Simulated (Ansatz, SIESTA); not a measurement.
## NiS (P1, 4 atoms in the cell) computed with different codes at matched settings

Self-consistent single point, at a second geometry (atoms moved at random). First geometry:

```
NiS
1.0
    3.41116     0.00000     0.00000
   -1.70558     2.95415     0.00000
    0.00000     0.00000     5.14014
Ni S
2 2
Direct
  0.00000   0.00000   0.50000
  0.00000   0.00000   0.00000
  0.33333   0.66667   0.75000
  0.66667   0.33333   0.25000
```

Second geometry:
```xyz
4
Lattice="3.4112 0.0000 0.0000 -1.7056 2.9542 0.0000 0.0000 0.0000 5.1401" Properties=species:S:1:pos:R:3 pbc="T T T"
Ni     0.0072    -0.0079     2.5633
Ni     0.0076     0.0059    -0.0366
S      0.0071     1.9280     3.8761
S      1.6836     1.0281     1.3074
```

Shared settings, as Ansatz (a first-principles code) writes them: kpoints.mp_grid.grid = 15 15 9; scf.occupations.method = fermi_dirac; scf.occupations.width = 0.1 eV. Potentials and cutoffs stand in the table.

| code | model | ΔF from the first geometry (meV/atom) | pressure (GPa) | largest force (eV/Å) | cutoff |
|---|---|---|---|---|---|
| SIESTA | GGA PBEsol, numerical atomic orbitals DZP, PseudoDojo PBEsol standard norm-conserving potentials (rewritten from UPF to PSML) | 6.1 | -2.86 | 0.376 | grid 400 Ry |
| Ansatz | PBEsol, PAW files made with PBE | 5.8 | -2.06 | 0.350 | default |

Size of the force on each atom (eV/Å): Sizes of forces hide their directions.

| code | Ni1 | Ni2 | S3 | S4 |
|---|---|---|---|---|
| SIESTA | 0.088 | 0.312 | 0.359 | 0.376 |
| Ansatz | 0.089 | 0.318 | 0.332 | 0.350 |

On Ansatz's run: spin polarisation is off, so a magnetic state, if there is one, cannot be reached.

The spread over the programs that give each value: ΔF from the first geometry within 0.3 meV/atom; pressure within 0.80 GPa; largest force within 0.026 eV/Å.

SIESTA uses small atom-centred bases, whose incompleteness enters pressures, forces and empty levels differently from a plane-wave cutoff. Ansatz's pressure is given at a fixed set of plane waves, as the other plane-wave codes print theirs; with its correction for the finite basis it is -1.99 GPa.

The starting cell comes from a database of computed structures (which also holds hypothetical and non-ambient phases and stackings), without a prior relaxation at this level. Its lattice was rescaled by a random factor within 2.5 % of one. For this run, on top of that: atoms moved at random.

Keys are those of Ansatz 0.2.
